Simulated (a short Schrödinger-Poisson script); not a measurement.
System: MOS inversion layer, Si3N4 on p-type Si(110), at 300 K.

```csv
layer,material,thickness (nm),Na (cm⁻³)
1,Si3N4,1.5,-
2,Si,670,4.1e17
```

The device is made up for the run: typed textbook-type constants, with dimensions and the other settings drawn at random. Si3N4: permittivity 7.5, conduction-band edge (eV) 1.95, gap (eV) 5.1, electron mass (mₑ) 0.5. Si: permittivity 11.7, conduction-band edge (eV) 0, gap (eV) 1.124, Nv at 300 K (cm⁻³) 3.1e19.

Channel valleys (confinement mass, in-plane density-of-states mass, number): Δ4 0.315, 0.324, 4; Δ2 0.19, 0.417, 2. At the gate the conduction-band edge of layer 1 lies 2.19 eV − eVg above the Fermi level of the channel; the field vanishes at the back. Gaps are held at their typed values at every temperature. Mesh 0.03 nm at interfaces.

Solved with a short Schrödinger-Poisson script written for these runs: 1D Poisson equation in equilibrium, electrons classical, Boltzmann, parabolic valleys, classical holes, full ionisation, no traps, pinning or gate leakage.

The same stack at other levels of the model or other numerical settings:

| run | sheet density of all electrons at Vg = 1 V (cm⁻²) | sheet density of all electrons at Vg = 0.4 V (cm⁻²) | capacitance at Vg = 1 V (μF/cm²) | centroid of the channel electrons at Vg = 1 V (nm) | rough cost against the base |
|---|---|---|---|---|---|
| base | 1.60e13 | 1.91e12 | 4.08 | 0.33 | about 1 |
| electrons treated as classical, Fermi-Dirac | 1.44e13 | 1.81e12 | (withheld) | 0.56 | 4 |
| electrons treated as quantum, Hartree | 9.67e12 | 6.17e11 | (withheld) | 1.80 | 30 |
| mesh six times as coarse | 1.53e13 | 1.82e12 | 3.89 | (withheld) | 0.5 |

Task: Some entries are withheld; supply them.

Result: 
- electrons treated as quantum, Hartree, capacitance at Vg = 1 V (μF/cm²): 2.79
- mesh six times as coarse, centroid of the channel electrons at Vg = 1 V (nm): 0.44
- electrons treated as classical, Fermi-Dirac, capacitance at Vg = 1 V (μF/cm²): 3.57

The classical rows ignore confinement, and Boltzmann statistics overrate the density once the band edge passes the Fermi level.
